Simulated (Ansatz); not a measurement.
**Effect of Cu → Mn on CuI**

Take CuI in the zinc blende structure (space group F-43m, No. 216; a = 6.021 Å) as the base.

Now apply this change: full substitution Cu → Mn; the structure is relaxed again.

Calculations: r2SCAN (Ansatz, a quantum-chemistry and plane-wave program; PAW; 500 eV plane waves; no SOC), earlier PAW set. Γ-centred 13×13×13 mesh, Fermi–Dirac width 0.05 eV, for the changed cell.

* **Volume per atom**: 30.59 Å³ (base 27.28 Å³)
* **Density**: 4.94 g/cm³ (base 5.80 g/cm³)
* **Lattice parameter a**: 6.255 Å (base 6.021 Å)
* **Space group**: F-43m (No. 216) (base F-43m (No. 216))
* **Shortest interatomic distance**: 2.708 Å (base 2.607 Å)
* **Band gap**: zero (base 1.67 eV)
* **Magnetic state**: ferromagnetic (base not spin-polarised)
* **Largest site moment**: 3.91 μB (base 0.00 μB)

Cost of the whole job for the changed cell (relaxation, final SCF and bands): around 14 core-minutes (rough).

The magnetic state is the one reached from the starting moments; the real material's order can differ, and small cells can't hold many antiferromagnetic ones. With I present, leaving out spin-orbit coupling can change the band edges. Whether these cells are dynamically stable was not tested. As relaxed here, MnI is a hypothetical phase, not in the database extracts checked. Spin-polarised in the final run: MnI; the other runs are not.
